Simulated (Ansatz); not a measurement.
Output of an Ansatz run (abridged):

```
WARN ansatz: RAYON_NUM_THREADS=1 ignored (pool sized by the plan → 1); use --threads N
Pseudopotentials: kind: paw
Pseudopotential: Cu, paw, valence charge 19
Pseudopotential: Au, paw, valence charge 19
Crystal: 2 atoms, lattice volume = 29.207 Å³
Basis set: ecut = 420 eV, 553 PW (Γ), exchange–correlation on 40×40×50 points (8 copies of the dense FFT grid, shifted against one another)
Bands: 23, of which v1, the nominal top of the filled ones, is band 19 counted from 1 (18 counted from 0)
Symmetry: 16 space group operations
Space group: P4/mmm (ITA 123), of the structure as read, at distance tolerance 3.1e-5 Å
k-points: 140 of 1296
PAW frozen core: Cu, regenerated for the run's functional, and the local potential with it
PAW frozen core: Au, regenerated for the run's functional, and the local potential with it
Initial density: superposition of atomic densities (neutral atoms: chi_scale 0, normalization atom), corrected by the library's trained network
Initial wavefunctions: pseudopotential atomic-orbital guess
Eigensolver: davidson
Functional: x = pbesol(κ = 0.804, μ = 0.12345679012345678), c = pbesol(β = 0.046)
SCF iter   1: F=—  HF=-19595.989292 eV  |F-HF|=—  |Δ(HF+E_count)|=         —  Δρ=1.74e-2  dr2=5.29e-2  ethr=1.77e-3  ⟨swp⟩=5.0  Hψ=12065  notcnv=0
all-band conjugate gradients solve this SCF's bands
preconditioner: auto → Kerker (q_TF=auto, 2.851 Å⁻¹)
SCF iter   2: F=—  HF=-19595.980261 eV  |F-HF|=—  |Δ(HF+E_count)|=   9.03e-3  Δρ=3.13e-3  dr2=2.37e-3  ethr=1.39e-4  ⟨swp⟩=2.0  Hψ=5574  notcnv=0  defer=5
SCF iter   3: F=—  HF=-19595.979493 eV  |F-HF|=—  |Δ(HF+E_count)|=   7.69e-4  Δρ=2.24e-3  dr2=1.23e-3  ethr=6.23e-6  ⟨swp⟩=2.7  Hψ=5737  notcnv=0  defer=5
SCF iter   4: F=—  HF=-19595.979138 eV  |F-HF|=—  |Δ(HF+E_count)|=   3.55e-4  Δρ=3.25e-4  dr2=3.63e-5  ethr=3.25e-6  ⟨swp⟩=2.7  Hψ=4678  notcnv=0  defer=5
SCF iter   5: F=—  HF=-19595.979164 eV  |F-HF|=—  |Δ(HF+E_count)|=   2.65e-5  Δρ=1.19e-4  dr2=3.50e-6  ethr=9.54e-8  ⟨swp⟩=2.0  Hψ=4278  notcnv=0  defer=5
SCF iter   6: F=—  HF=-19595.979163 eV  |F-HF|=—  |Δ(HF+E_count)|=   7.62e-7  Δρ=3.02e-5  dr2=3.80e-7  ethr=9.21e-9  ⟨swp⟩=2.6  Hψ=5383  notcnv=0  defer=5
SCF iter   7: F=-19595.979163 eV  HF=-19595.979163 eV  |F-HF|=5.24e-8  |Δ(HF+E_count)|=   6.05e-8  Δρ=1.19e-5  dr2=7.60e-8  ethr=2.63e-10  ⟨swp⟩=4.4  Hψ=11855  notcnv=0
SCF 1 converged in 7 iterations: F = -19595.979163 eV  dr2 = 7.60e-8
SCF converged after 7 iterations
Free energy (F): -19595.979163 eV
Harris-Foulkes:  -19595.979163 eV  (|F-HF|=5.24e-8)
Internal energy: -19595.957203 eV  (E = F + TS)
E sigma→0 (E₀):  -19595.968183 eV
Entropy (-TS):   -0.021961 eV (-10.980 meV/atom)
Fermi energy:    18.676506 eV
--- Per-component energies (eV) ---
  E_band       = -565.521172
  E_kinetic    = 904.078681
  E_local      = -5907.991347  (includes V_loc(G=0)·N_el)
  E_nonlocal   = 473.192141
  E_hartree    = 2587.573361
  E_xc         = -315.194242
  E_vxc        = -389.457321  (∫ρ·V_xc dr)
  E_paw        = -11195.906619  (= ΣΔE_a)
  E_vpaw       = -820.498804  (= ΣTr[D̂ρ^β])
  E_aug_tail   = 0.001617  (compensation charges beyond the density's cutoff)
  E_ewald      = -6142.226475
  E_core_change = 0.515681  (= ΣΔE_core)
  E_smearing   = -0.021961  (= −TS)
  E_closure    = -0.000000  (closes the sum)
  Σ components = -19595.979163   (vs F -19595.979163, Δ=0.00e0)
--- Forces (eV/Å), atoms counted from 1 ---
  atom   1  Cu    -0.00000000     0.00000000     0.00000000
  atom   2  Au     0.00000000     0.00000000     0.00000000
  max |Σ_I F_I| component: 1.00e-28 eV/Å
--- Stress (GPa, compression-positive) ---
       -3.887817       0.000000       0.000000
        0.000000      -3.887817       0.000000
        0.000000       0.000000      -4.890147
  P = ⅓ Tr σ = -4.2219 GPa (-42.219 kbar)
  The stress holds the Pulay correction. Without it, at fixed plane waves, as pw.x and ABINIT print it: P = -4.2967 GPa
--- Band table (eV; the first three rows and the last of 140) ---
  k-point 0: bands = ["-93.2203", "-87.1569", "-50.7642", "-50.7469", "-50.7469", "-38.5295", "-38.4734", "-38.4734", "8.8958", "12.1314", "12.2840", "14.6793", "14.6793", "15.7503", "15.9151", "16.6091", "17.0589", "17.2760", "17.2760", "20.7452", [...]
  k-point 1: bands = ["-93.2204", "-87.1569", "-50.7642", "-50.7469", "-50.7469", "-38.5301", "-38.4734", "-38.4734", "9.0465", "12.1589", "12.3339", "14.7092", "14.7092", "15.7743", "15.8734", "16.5665", "17.0314", "17.1805", "17.1805", "19.8376", [...]
  k-point 2: bands = ["-93.2204", "-87.1569", "-50.7643", "-50.7469", "-50.7469", "-38.5318", "-38.4734", "-38.4734", "9.4772", "12.2314", "12.4667", "14.7943", "14.7943", "15.7654", "15.8404", "16.4353", "16.9365", "16.9365", "16.9566", "18.1419", [...]
  k-point 139: bands = ["-93.2181", "-87.1451", "-50.7633", "-50.7633", "-50.7614", "-38.6141", "-38.6141", "-38.5069", "12.1170", "12.9972", "12.9972", "14.9916", "15.5797", "15.5797", "15.7825", "16.6203", "17.0968", "17.1180", "23.8285", [...]
```

The structure:

```xyz
2
Lattice="2.8140 0.0000 0.0000 0.0000 2.8140 0.0000 0.0000 0.0000 3.6883" Properties=species:S:1:pos:R:3 pbc="T T T"
Cu     0.0000     0.0000     0.0000
Au     1.4070     1.4070     1.8442
```

Question: Write an input that gives this output.

Answer: Other spellings and defaults could give the same log, and not every line can be read from it. The input that was run (DFT, PBEsol, plane waves, default PAW files made with PBE):

Ansatz 0.2 input:
```yaml
crystal:
  lattice:
    - [2.814000, 0.000000, 0.000000]
    - [0.000000, 2.814000, 0.000000]
    - [0.000000, 0.000000, 3.688350]
  atoms:
    - { symbol: Cu, position: [0.000000, 0.000000, 0.000000] }
    - { symbol: Au, position: [0.500000, 0.500000, 0.500000] }
basis:
  ecutwfc: 420.0 eV
kpoints:
  mp_grid:
    grid: [12, 12, 9]
hamiltonian:
  xc: pbesol
  pseudopotentials:
    kind: paw
scf:
  occupations:
    method: fermi_dirac
    width: 0.1 eV
output:
  forces: true
  eigenvalues: true
  stress: true
```

The starting cell has typed, rounded lattice constants, without a prior relaxation at this level. Its lattice was rescaled by up to half a per cent. Spin-orbit coupling is off. Spin polarisation is off. With a pressure of about -4 GPa the cell is away from its equilibrium volume at this level. Ansatz's pressure includes its estimate of the finite-basis (Pulay) stress.

Ansatz is a quantum-chemistry and plane-wave program.
